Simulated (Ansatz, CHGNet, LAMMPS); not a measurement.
## L1₀ (CuAu-type) FePt, equilibrium lattice constant a

Reference value: 2.727 Å (measured, room temperature, not corrected to a static lattice, P4/mmm two-atom cell, a_fct/√2; as tabulated in Sawada et al. (2023), arXiv:2212.12065).

| level (code) | value (Å) | difference (%) |
|---|---|---|
| Lennard-Jones jacobson2022 (LAMMPS) | 2.728 | +0.04 |
| CHGNet 0.3.0 | 2.928 | +7.37 |
| CHGNet-r²SCAN | 2.778 | +1.87 |
| LDA (Ansatz) | 2.661 | -2.42 |
| PBE (Ansatz) | 2.729 | +0.07 |
| PBEsol (Ansatz) | 2.687 | -1.47 |
| PBE-D3(BJ) (Ansatz) | 2.703 | -0.88 |
| PBE-D4 (Ansatz) | 2.706 | -0.77 |
| rVV10 (Ansatz) | 2.752 | +0.92 |
| r²SCAN (Ansatz) | 2.732 | +0.18 |
| HSE06 (Ansatz) | 2.748 | +0.77 |
| PBE0 (Ansatz) | 2.753 | +0.95 |

Leaving aside Lennard-Jones jacobson2022 (doubt noted below), CHGNet 0.3.0 (doubt noted below): The reference is not for a static lattice or low temperature, so close values are not ranked against it. Off by more than 1.25 %, or 1.75 % on the side where a correction would as a rule narrow the miss (bounds picked here): LDA (-2.42 %), CHGNet-r²SCAN (+1.87 %).

The reference isn't brought to a static lattice, while the calculations are for one, so the differences are not the levels' errors alone. Spin-polarised runs: LDA (parallel moments), PBE (parallel moments), PBEsol (parallel moments), PBE-D3(BJ) (parallel moments), PBE-D4 (parallel moments), rVV10 (parallel moments), r²SCAN (parallel moments), HSE06 (parallel moments), PBE0 (parallel moments). Density-functional levels without +SOC have no spin–orbit coupling. Lennard-Jones jacobson2022: the pair parameters belong to the elements and are mixed by rule. Lennard-Jones jacobson2022: pair potentials favour close packing, so symmetry can be all that holds this lattice. CHGNet 0.3.0: the cell has another shape than the first-principles one, perhaps another minimum in the same group. Cutoffs and k meshes differ between the levels. Ansatz's density-functional and Hartree–Fock values are scalar-relativistic unless marked +SOC, with PAW data made under PBE.

Empirical potentials (Lennard-Jones jacobson2022) are fitted to chosen data: where that held the value shown, agreement is built in, and what lay outside the fit can be far off. Machine-learned potentials (CHGNet 0.3.0, CHGNet-r²SCAN) are trained on DFT data: a solid inside that data is no test of them.

Differences are worked out from the printed values.

Ansatz is an electronic-structure program.
